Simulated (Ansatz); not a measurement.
Base system: CdS in the zinc blende structure (space group F-43m, No. 216; a = 5.878 Å).

Method: r2SCAN, PAW, 500 eV (Ansatz, a first-principles code; spin-orbit coupling left out).

One change was made to it. Results:

| quantity | base | after |
|---|---|---|
| band gap | 1.54 eV | zero |
| density | 4.73 g/cm³ | 3.64 g/cm³ |

Q: What was done to the base?
(A) S → Mo
(B) Cd → Ag
(C) S → Cl

A: C, S → Cl. For comparison, the density in the other runs: S → Mo gives 6.43 g/cm³; Cd → Ag gives 5.15 g/cm³.

Stability against distortions was not tested. As relaxed here, CdCl, CdMo and AgS are hypothetical phases, not in the database extracts checked. All final runs are without spin polarisation. An odd electron count without spin: CdCl and AgS. CdMo has a high density of states at the Fermi level and may be magnetic at this level.
